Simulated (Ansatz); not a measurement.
Consider BaTiO₃ in the cubic perovskite structure (space group Pm-3m, No. 221; a = 3.994 Å). Axes: x, y, z lie along the cube axes.

Structures relaxed with r2SCAN, PAW, 500 eV (Ansatz, a first-principles code; without spin-orbit coupling).

Base:

Simulated powder pattern, Mo Kα, λ = 0.71073 Å (kinematic, ideal powder, no thermal factors, no anomalous dispersion; the 8 strongest lines at most, above 2 %, up to 2θ = 40°):

| 2θ (°) | I/Imax (%) | hkl |
|---|---|---|
| 10.21 | 18 | (100) |
| 14.46 | 100 | (110) |
| 17.73 | 26 | (111) |
| 20.50 | 37 | (200) |
| 25.18 | 44 | (211) |
| 29.15 | 24 | (220) |
| 32.68 | 20 | (310) |
| 38.89 | 23 | (321) |

After one change:

Simulated powder pattern, Mo Kα, λ = 0.71073 Å (kinematic, ideal powder, no thermal factors, no anomalous dispersion; the 8 strongest lines at most, above 2 %, up to 2θ = 40°):

```tsv
2θ (°)	I/Imax (%)
14.10	28
14.84	100
15.07	24
17.70	21
20.70	39
24.99	24
26.12	21
29.93	24
```

Which of these changes matches the shifts?
(A) biaxial strain −1.50 %, plane normal [001], relaxed out of plane
(B) uniaxial strain ε_yy = −2.51 %
(C) biaxial strain −4.07 %, plane normal [110], relaxed out of plane
(D) uniaxial stress, 0.5 GPa tension along z

C, biaxial strain −4.07 %, plane normal [110], relaxed out of plane. Its volume per atom is 12.02 Å³ against 12.74 Å³, and its space group is Cmmm (No. 65).

Stability under load was not tested beyond the relaxation. The final runs are not spin-polarised. Many cubic perovskites are stable only at high temperature; tilts and polar distortions were not tested. This is not the structure that BaTiO3 has at room temperature and ambient pressure.
